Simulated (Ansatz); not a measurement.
Cells marked so need not be the phases stable at ambient conditions, and some may be hypothetical.

By PBEsol, each system below comes out a metal.

Ballistic conductance counts the channels of both spins, as a mean over 0.1 eV about the Fermi level; spin-orbit coupling is left out.

A. TiAl₂ (I4_1/amd, not sure to be the ambient phase, 12 atoms a cell, 15.7 Å³ an atom), current normal to (001)
B. BW$_{2}$ (I4/mcm, not sure to be the ambient phase, 6 atoms a cell, 12.3 Å³ an atom, -5 GPa at this level), current normal to (110)
C. SiOs (Pm-3m, CsCl type, not sure to be the ambient phase, 2 atoms a cell, 12.7 Å³ an atom), current normal to (111)

Question: Put the candidates in order of ballistic conductance per area, highest first, for PBEsol run with Ansatz (a quantum-chemistry and plane-wave program).

Answer: B (0.90 × 10¹⁵ S/m²), C (0.49 × 10¹⁵ S/m²), A (0.27 × 10¹⁵ S/m²)
